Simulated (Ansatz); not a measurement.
The starting structures come from a database of crystals and need not be the phases stable at ambient conditions.

 Where the default PAW files enter, the runs use the earlier of Ansatz's two default sets.

Inside the gap of an insulator the Bloch states are evanescent, with a wavenumber k + iκ along the transport direction.

```
CELL_PARAMETERS angstrom
      5.52233     0.00000     0.00000
      0.00000     5.52233     0.00000
      2.76117    -2.76117     3.92263
ATOMIC_POSITIONS crystal
  Sr 0.25000 0.25000 0.50000
  Sr 0.75000 0.75000 0.50000
  Ti 0.00000 0.00000 0.00000
  Ti 0.50000 0.50000 0.00000
  O  0.22904 0.27096 0.00000
  O  0.77096 0.72904 0.00000
  O  0.72904 0.22904 0.00000
  O  0.27096 0.77096 0.00000
  O  0.25000 0.75000 0.50000
  O  0.75000 0.25000 0.50000
```

Space group of this cell: I4/mcm. The cell is taken as given; by PBEsol its mean pressure is -3.0 GPa.

Transport runs along the normal of the first two printed cell vectors, the (001) plane of the conventional cell.

No gap correction and no spin-orbit coupling; mid-gap values are interpolated between computed energies.

Problem. State the band gap and the smallest decay constant κ at mid-gap according to PBEsol (Ansatz, an electronic-structure program).

Solution. Gap 1.91 eV on a 8×8×8 mesh; κ = 0.245 1/Å, at the zone centre.
